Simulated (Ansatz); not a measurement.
## A self-consistent single point of LaSi2Cu2 (I4/mmm, 5 atoms in the cell) with Ansatz

Method: PBEsol, default PAW files made with PBE (plane waves; Ansatz, a first-principles code).

Input:

Ansatz 0.2 input:
```yaml
# La(CuSi)2
crystal:
  lattice:
    - [-2.02589600, 2.02589600, 4.83565700]
    - [2.02589600, -2.02589600, 4.83565700]
    - [2.02589600, 2.02589600, -4.83565700]
  atoms:
    - { symbol: La, position: [0.00000000, 0.00000000, 0.00000000] }
    - { symbol: Si, position: [0.62337000, 0.62337000, 0.00000000] }
    - { symbol: Si, position: [0.37663000, 0.37663000, 0.00000000] }
    - { symbol: Cu, position: [0.25000000, 0.75000000, 0.50000000] }
    - { symbol: Cu, position: [0.75000000, 0.25000000, 0.50000000] }
basis:
  ecutwfc: 420.0
kpoints:
  mp_grid:
    grid: [9, 9, 9]
hamiltonian:
  xc: pbesol
  pseudopotentials:
    kind: paw
scf:
  occupations:
    method: methfessel_paxton
    width: 0.272
output:
  forces: true
  eigenvalues: true
  stress: true
```

Log, with long lists cut:

```
WARN ansatz: RAYON_NUM_THREADS=1 ignored (pool sized by the plan → 1); use --threads N
Pseudopotentials: kind: paw
Pseudopotential: La, paw, valence charge 11
Pseudopotential: Si, paw, valence charge 4
Pseudopotential: Cu, paw, valence charge 19
Crystal: 5 atoms, lattice volume = 79.387 Å³
Basis set: ecut = 420 eV, 1573 PW (Γ), exchange–correlation on 80×80×80 points (8 copies of the dense FFT grid, shifted against one another)
Bands: 35, of which v1, the nominal top of the filled ones, is band 29 counted from 1 (28 counted from 0)
Symmetry: 16 space group operations
Space group: I4/mmm (ITA 139), of the structure as read, at distance tolerance 4.3e-5 Å
k-points: 75 of 729
PAW frozen core: La, regenerated for the run's functional, and the local potential with it
PAW frozen core: Si, regenerated for the run's functional, and the local potential with it
PAW frozen core: Cu, regenerated for the run's functional, and the local potential with it
Initial density: superposition of atomic densities (neutral atoms: chi_scale 0, normalization atom), corrected by the library's trained network
Initial wavefunctions: pseudopotential atomic-orbital guess
Eigensolver: davidson
Functional: x = pbesol(κ = 0.804, μ = 0.12345679012345678), c = pbesol(β = 0.046)
SCF iter   1: F=—  HF=-20584.943393 eV  |F-HF|=—  |Δ(HF+E_count)|=         —  Δρ=1.26e-2  dr2=7.70e-2  ethr=1.77e-3  ⟨swp⟩=5.0  Hψ=9971  notcnv=0
all-band conjugate gradients solve this SCF's bands
preconditioner: auto → Kerker (q_TF=auto, 2.582 Å⁻¹)
SCF iter   2: F=—  HF=-20584.944969 eV  |F-HF|=—  |Δ(HF+E_count)|=   1.58e-3  S|Δr|=    0.00e0  Δρ=1.14e-2  dr2=6.71e-2  ethr=1.35e-4  ⟨swp⟩=2.0  Hψ=5483  notcnv=0  defer=2
SCF iter   3: F=—  HF=-20584.928840 eV  |F-HF|=—  |Δ(HF+E_count)|=   1.61e-2  S|Δr|=    0.00e0  Δρ=1.77e-3  dr2=2.11e-3  ethr=1.18e-4  ⟨swp⟩=2.0  Hψ=3586  notcnv=0  defer=2
SCF iter   4: F=—  HF=-20584.928383 eV  |F-HF|=—  |Δ(HF+E_count)|=   4.57e-4  S|Δr|=    0.00e0  Δρ=7.52e-4  dr2=3.30e-4  ethr=3.71e-6  ⟨swp⟩=2.0  Hψ=4654  notcnv=0  defer=2
SCF iter   5: F=—  HF=-20584.928335 eV  |F-HF|=—  |Δ(HF+E_count)|=   4.83e-5  S|Δr|=    0.00e0  Δρ=8.79e-5  dr2=8.77e-6  ethr=5.78e-7  ⟨swp⟩=2.0  Hψ=3309  notcnv=0  defer=2
SCF iter   6: F=—  HF=-20584.928338 eV  |F-HF|=—  |Δ(HF+E_count)|=   3.03e-6  S|Δr|=    0.00e0  Δρ=5.84e-5  dr2=1.75e-6  ethr=1.54e-8  ⟨swp⟩=2.2  Hψ=4079  notcnv=0
SCF iter   7: F=-20584.928338 eV  HF=-20584.928338 eV  |F-HF|=4.76e-8  |Δ(HF+E_count)|=   2.02e-8  S|Δr|=    0.00e0  Δρ=8.52e-6  dr2=7.20e-8  ethr=1.75e-10  ⟨swp⟩=8.8  Hψ=13969  notcnv=0
the search or the solves at the SCF's close seem to have found levels that the self-consistency loop had missed (the run counts 1) …
SCF 1 converged in 7 iterations: F = -20584.928338 eV  dr2 = 7.20e-8
SCF converged after 7 iterations
Stability not checked (fill_not_monotonic)
Free energy (F): -20584.928338 eV
Harris-Foulkes:  -20584.928338 eV  (|F-HF|=4.76e-8)
Internal energy: -20584.927270 eV  (E = F + TS)
E sigma→0 (E₀):  -20584.928071 eV
Entropy (-TS):   -0.001068 eV (-0.214 meV/atom)
Fermi energy:    13.814599 eV
--- Per-component energies (eV) ---
  E_band       = -798.979269
  E_kinetic    = 882.073237
  E_local      = -11394.212684  (includes V_loc(G=0)·N_el)
  E_nonlocal   = 923.980664
  E_hartree    = 5113.103522
  E_xc         = -432.453596
  E_vxc        = -480.491944  (∫ρ·V_xc dr)
  E_paw        = -9572.563301  (= ΣΔE_a)
  E_vpaw       = -956.564287  (= ΣTr[D̂ρ^β])
  E_aug_tail   = 0.000532  (compensation charges beyond the density's cutoff)
  E_ewald      = -6105.500679
  E_core_change = 0.645035  (= ΣΔE_core)
  E_smearing   = -0.001068  (= −TS)
  E_closure    = -0.000000  (closes the sum)
  Σ components = -20584.928338   (vs F -20584.928338, Δ=0.00e0)
--- Forces (eV/Å), atoms counted from 1 ---
  atom   1  La    -0.00000000    -0.00000000     0.00000000
  atom   2  Si    -0.00000000     0.00000000    -0.01253228
  atom   3  Si     0.00000000     0.00000000     0.01253228
  atom   4  Cu    -0.00000000     0.00000000    -0.00000000
  atom   5  Cu     0.00000000     0.00000000     0.00000000
  max |Σ_I F_I| component: 6.59e-17 eV/Å
--- Stress (GPa, compression-positive) ---
        5.581212      -0.000000       0.000000
       -0.000000       5.581212      -0.000000
       -0.000000      -0.000000       5.789393
  P = ⅓ Tr σ = 5.6506 GPa (56.506 kbar)
  The stress holds the Pulay correction. Without it, at fixed plane waves, as pw.x and ABINIT print it: P = 5.6036 GPa
--- Band table (eV; the first three rows and the last of 75) ---
  k-point 0: bands = ["-99.2296", "-99.2279", "-56.7547", "-56.7524", "-56.7422", "-56.7422", "-56.7290", "-56.7290", "-17.9635", "-1.9559", "-1.6755", "-1.6755", "2.9832", "6.9796", "7.7701", "9.5422", "9.5468", "9.5468", "10.2894", "10.2894", [...]
  k-point 1: bands = ["-99.2295", "-99.2280", "-56.7546", "-56.7526", "-56.7423", "-56.7405", "-56.7307", "-56.7289", "-17.9552", "-1.9391", "-1.7861", "-1.7305", "3.2948", "6.9082", "7.9743", "9.3145", "9.6179", "9.6643", "10.0952", "10.1019", [...]
  k-point 2: bands = ["-99.2292", "-99.2283", "-56.7542", "-56.7529", "-56.7427", "-56.7363", "-56.7350", "-56.7286", "-17.9345", "-1.9897", "-1.8996", "-1.8662", "3.9938", "6.7879", "8.1577", "9.1781", "9.2259", "9.8015", "9.8075", "9.9172", [...]
  k-point 74: bands = ["-99.2295", "-99.2280", "-56.7547", "-56.7525", "-56.7418", "-56.7418", "-56.7294", "-56.7294", "-17.9562", "-2.1453", "-1.7694", "-1.6698", "4.5736", "4.8723", "8.8195", "9.3668", "9.3786", "9.5890", "9.9251", "9.9739", [...]
```

The run converged in 7 iterations.

The starting cell comes from a database of computed structures (which also holds hypothetical and non-ambient phases and stackings), without a prior relaxation at this level. Its lattice was rescaled by a random factor within 2.5 % of one. Spin polarisation is off. With a pressure of about 6 GPa the cell is away from its equilibrium volume at this level. Ansatz's pressure includes its estimate of the finite-basis (Pulay) stress.
